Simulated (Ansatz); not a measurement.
**Input and output of a self-consistent single point for Bi2Te2Se (R-3m, 5 atoms in the cell) (Ansatz, an electronic-structure program)**

Level of theory: LDA (PW92), default PAW files made with PBE (plane waves; Ansatz).

Input:

Ansatz 0.2 input:
```yaml
crystal:
  lattice:
    - [2.167453, 1.251380, 10.617327]
    - [-2.167453, 1.251380, 10.617327]
    - [0.000000, -2.502759, 10.617327]
  atoms:
    - { symbol: Bi, position: [0.608283, 0.608283, 0.608283] }
    - { symbol: Bi, position: [0.391717, 0.391717, 0.391717] }
    - { symbol: Te, position: [0.219600, 0.219600, 0.219600] }
    - { symbol: Te, position: [0.780400, 0.780400, 0.780400] }
    - { symbol: Se, position: [0.000000, 0.000000, 0.000000] }
basis:
  ecutwfc: 420.0
kpoints:
  mp_grid: { grid: [5, 5, 5] }
hamiltonian:
  xc: lda
  pseudopotentials: { kind: paw }
scf:
  occupations: { method: fixed }
output:
  forces: true
  eigenvalues: true
  stress: true
```

Output, abridged:

```
WARN ansatz: RAYON_NUM_THREADS=1 ignored (pool sized by the plan → 1); use --threads N
basis.fft_grid_basis auto: the FFT boxes are laid along the combinations [[1, 0, -1], [0, 1, -1], [0, 0, 1]] of the cell's own vectors, 4.335, 4.335 and 10.908 …
Pseudopotentials: kind: paw
Pseudopotential: Bi, paw, valence charge 15
Pseudopotential: Te, paw, valence charge 16
Pseudopotential: Se, paw, valence charge 16
Crystal: 5 atoms, lattice volume = 172.785 Å³
Basis set: ecut = 420 eV, 3407 PW (Γ), FFT grids on a1−a3, a2−a3, a3
Bands: 47, of which v1, the nominal top of the filled ones, is band 39 counted from 1 (38 counted from 0)
Symmetry: 12 space group operations
Space group: R-3m (ITA 166), of the structure as read, at distance tolerance 5.6e-5 Å
k-points: 19 of 125
PAW frozen core: Bi, regenerated for the run's functional, and the local potential with it
PAW frozen core: Te, regenerated for the run's functional, and the local potential with it
PAW frozen core: Se, regenerated for the run's functional, and the local potential with it
Initial density: superposition of atomic densities (neutral atoms: chi_scale 0, normalization atom), corrected by the library's trained network
Initial wavefunctions: pseudopotential atomic-orbital guess
Eigensolver: davidson
Functional: x = slater, c = lda
SCF iter   1: F=—  HF=-43210.626956 eV  |F-HF|=—  |Δ(HF+E_count)|=         —  Δρ=3.94e-3  dr2=3.35e-2  ethr=1.77e-3  ⟨swp⟩=5.0  Hψ=3006  notcnv=0  defer=98
all-band conjugate gradients solve this SCF's bands
preconditioner: auto → Resta (q_TF=auto, 2.390 Å⁻¹)
SCF iter   2: F=—  HF=-43210.618818 eV  |F-HF|=—  |Δ(HF+E_count)|=   8.14e-3  Δρ=2.10e-3  dr2=7.28e-3  ethr=4.29e-5  ⟨swp⟩=3.0  Hψ=1195  notcnv=0  defer=111
SCF iter   3: F=—  HF=-43210.617856 eV  |F-HF|=—  |Δ(HF+E_count)|=   9.62e-4  Δρ=1.08e-3  dr2=2.42e-3  ethr=9.33e-6  ⟨swp⟩=3.1  Hψ=1124  notcnv=0  defer=111
SCF iter   4: F=—  HF=-43210.617556 eV  |F-HF|=—  |Δ(HF+E_count)|=   3.00e-4  Δρ=2.16e-4  dr2=1.61e-4  ethr=3.10e-6  ⟨swp⟩=2.5  Hψ=1351  notcnv=0  defer=111
SCF iter   5: F=—  HF=-43210.617529 eV  |F-HF|=—  |Δ(HF+E_count)|=   2.71e-5  Δρ=7.47e-5  dr2=1.22e-5  ethr=2.06e-7  ⟨swp⟩=2.0  Hψ=1603  notcnv=0  defer=85
SCF iter   6: F=—  HF=-43210.617408 eV  |F-HF|=—  |Δ(HF+E_count)|=   1.21e-4  Δρ=1.91e-5  dr2=1.04e-6  ethr=1.57e-8  ⟨swp⟩=2.1  Hψ=1600  notcnv=0  defer=47
SCF iter   7: F=—  HF=-43210.617408 eV  |F-HF|=—  |Δ(HF+E_count)|=   3.69e-7  Δρ=6.51e-6  dr2=1.36e-7  ethr=1.34e-9  ⟨swp⟩=2.0  Hψ=1594  notcnv=0  defer=47
SCF iter   8: F=-43210.617408 eV  HF=-43210.617408 eV  |F-HF|=8.00e-10  |Δ(HF+E_count)|=   2.25e-8  Δρ=1.92e-6  dr2=1.26e-8  ethr=1.28e-10  ⟨swp⟩=13.4  Hψ=5061  notcnv=0
SCF 1 converged in 8 iterations: F = -43210.617408 eV  dr2 = 1.26e-8
SCF converged after 8 iterations
Free energy (F): -43210.617408 eV
Harris-Foulkes:  -43210.617408 eV  (|F-HF|=8.00e-10)
Internal energy: -43210.617408 eV  (E = F + TS)
E sigma→0 (E₀):  -43210.617408 eV
Fermi energy:    7.509058 eV
--- Per-component energies (eV) ---
  E_band       = -1207.338287
  E_kinetic    = 1084.224453
  E_local      = -9110.173353  (includes V_loc(G=0)·N_el)
  E_nonlocal   = -68.497104
  E_hartree    = 4306.734883
  E_xc         = -651.866722
  E_vxc        = -596.671962  (∫ρ·V_xc dr)
  E_paw        = -31552.005686  (= ΣΔE_a)
  E_vpaw       = -1129.692845  (= ΣTr[D̂ρ^β])
  E_aug_tail   = -0.002016  (compensation charges beyond the density's cutoff)
  E_ewald      = -7222.596777
  E_core_change = 3.564915  (= ΣΔE_core)
  E_smearing   = -0.000000  (= −TS)
  E_closure    = -0.000000  (closes the sum)
  Σ components = -43210.617408   (vs F -43210.617408, Δ=0.00e0)
--- Forces (eV/Å), atoms counted from 1 ---
  atom   1  Bi     0.00000000    -0.00000000    -0.00690753
  atom   2  Bi     0.00000000     0.00000000     0.00690753
  atom   3  Te     0.00000000     0.00000000     0.21290115
  atom   4  Te    -0.00000000    -0.00000000    -0.21290115
  atom   5  Se    -0.00000000     0.00000000    -0.00000000
  max |Σ_I F_I| component: 6.94e-18 eV/Å
--- Stress (GPa, compression-positive) ---
       -3.030818       0.000000      -0.000000
        0.000000      -3.030818      -0.000000
       -0.000000      -0.000000      -3.196119
  P = ⅓ Tr σ = -3.0859 GPa (-30.859 kbar)
  The stress holds the Pulay correction. Without it, at fixed plane waves, as pw.x and ABINIT print it: P = -3.1141 GPa
--- Band table (eV; the first three rows and the last of 19) ---
  k-point 0: bands = ["-39.6442", "-39.6404", "-39.6404", "-39.6238", "-39.6238", "-28.6013", "-28.6013", "-28.6008", "-28.6008", "-28.5956", "-28.5956", "-28.5955", "-28.5955", "-28.5933", "-28.5931", "-15.1766", "-15.1766", "-15.1741", "-15.1741", [...]
  k-point 1: bands = ["-39.6442", "-39.6404", "-39.6404", "-39.6237", "-39.6237", "-28.6013", "-28.6010", "-28.6008", "-28.6004", "-28.5958", "-28.5956", "-28.5955", "-28.5953", "-28.5930", "-28.5929", "-15.1805", "-15.1771", "-15.1724", "-15.1702", [...]
  k-point 2: bands = ["-39.6442", "-39.6404", "-39.6404", "-39.6237", "-39.6237", "-28.6013", "-28.6010", "-28.6005", "-28.5999", "-28.5960", "-28.5957", "-28.5954", "-28.5950", "-28.5925", "-28.5924", "-15.1882", "-15.1830", "-15.1701", "-15.1687", [...]
  k-point 18: bands = ["-39.6442", "-39.6404", "-39.6404", "-39.6238", "-39.6237", "-28.6013", "-28.6010", "-28.6008", "-28.6004", "-28.5958", "-28.5956", "-28.5955", "-28.5953", "-28.5930", "-28.5929", "-15.1805", "-15.1771", "-15.1724", [...]
```

The run converged in 8 iterations.

The starting cell comes from a database of computed structures (which also holds hypothetical and non-ambient phases and stackings), without a prior relaxation at this level. Its lattice was rescaled by up to half a per cent. Spin-orbit coupling is off. With a pressure of about -3 GPa the cell is away from its equilibrium volume at this level. Ansatz's pressure includes its estimate of the finite-basis (Pulay) stress.
